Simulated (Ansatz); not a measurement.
# La5Si3, pressure series

The reference is La5Si3 (space group P6_3/mcm, No. 193; a = 8.877 Å, c = 6.682 Å; a cell from a computed database, its experimental status unchecked).

Cell and atoms are relaxed at each pressure.

Method: PBEsol/PAW in Ansatz (a program for electronic structure), no spin-orbit coupling.

Notes on the quantities. enthalpy: H = E + PV relative to the base's energy.

```json
[
 {"variant": "base", "c/a ratio": "0.753", "lattice parameter a": "8.877 Å", "enthalpy": "–"},
 {"variant": "pressure −2 GPa", "c/a ratio": "0.764", "lattice parameter a": "8.953 Å", "enthalpy": "-0.36 eV/atom"},
 {"variant": "pressure −1 GPa", "c/a ratio": "0.758", "lattice parameter a": "8.914 Å", "enthalpy": "-0.18 eV/atom"},
 {"variant": "pressure 0.3 GPa", "c/a ratio": "0.751", "lattice parameter a": "8.866 Å", "enthalpy": "+0.05 eV/atom"},
 {"variant": "pressure 0.7 GPa", "c/a ratio": "0.748", "lattice parameter a": "8.854 Å", "enthalpy": "+0.12 eV/atom"},
 {"variant": "pressure 1.5 GPa", "c/a ratio": "0.740", "lattice parameter a": "8.838 Å", "enthalpy": "+0.26 eV/atom"},
 {"variant": "pressure 3 GPa", "c/a ratio": "0.720", "lattice parameter a": "8.826 Å", "enthalpy": "+0.52 eV/atom"},
 {"variant": "pressure 5 GPa", "c/a ratio": "[?]", "lattice parameter a": "[?]", "enthalpy": "+0.85 eV/atom"},
 {"variant": "pressure 7.5 GPa", "c/a ratio": "0.686", "lattice parameter a": "8.738 Å", "enthalpy": "+1.24 eV/atom"},
 {"variant": "pressure 10 GPa", "c/a ratio": "0.678", "lattice parameter a": "8.671 Å", "enthalpy": "+1.62 eV/atom"}
]
```

Problem. What belongs in the blanks?

Solution. 
- pressure 5 GPa, c/a ratio: 0.704
- pressure 5 GPa, lattice parameter a: 8.787 Å

Load acts through the strain it causes; cell and atoms are relaxed under it. No phonon test of stability was made. Competing high-pressure phases were not computed. All final runs are without spin polarisation.
